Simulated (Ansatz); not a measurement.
AlN, response to strain

Start from AlN in the zinc blende structure (space group F-43m, No. 216; a = 4.370 Å). Axes: x, y, z lie along the cube axes.

Strains are applied to the cell and any free atomic positions relax; under biaxial strain the out-of-plane vector relaxes too.

Calculations: DFT with r2SCAN, PAW potentials and a 500 eV plane-wave cutoff in Ansatz (a quantum-chemistry and plane-wave program), scalar-relativistic without spin-orbit coupling.

```json
[
 {"case": "base", "smallest direct gap": "4.84 eV", "shortest interatomic distance": "3.576 bohr"},
 {"case": "biaxial strain −2.50 %, plane normal [111], relaxed out of plane", "smallest direct gap": "5.08 eV", "shortest interatomic distance": "(withheld)"},
 {"case": "biaxial strain −2.08 %, plane normal [111], relaxed out of plane", "smallest direct gap": "5.05 eV", "shortest interatomic distance": "(withheld)"},
 {"case": "biaxial strain −1.67 %, plane normal [111], relaxed out of plane", "smallest direct gap": "5.02 eV", "shortest interatomic distance": "3.535 bohr"},
 {"case": "biaxial strain −1.25 %, plane normal [111], relaxed out of plane", "smallest direct gap": "4.98 eV", "shortest interatomic distance": "3.545 bohr"},
 {"case": "biaxial strain −0.83 %, plane normal [111], relaxed out of plane", "smallest direct gap": "(withheld)", "shortest interatomic distance": "3.555 bohr"},
 {"case": "biaxial strain −0.42 %, plane normal [111], relaxed out of plane", "smallest direct gap": "4.89 eV", "shortest interatomic distance": "3.565 bohr"}
]
```

What belongs in the blanks?


- biaxial strain −2.50 %, plane normal [111], relaxed out of plane, shortest interatomic distance: 3.516 bohr
- biaxial strain −2.08 %, plane normal [111], relaxed out of plane, shortest interatomic distance: 3.526 bohr
- biaxial strain −0.83 %, plane normal [111], relaxed out of plane, smallest direct gap: 4.93 eV

Stability against distortions was not tested. This is not the structure that AlN has at room temperature and ambient pressure.
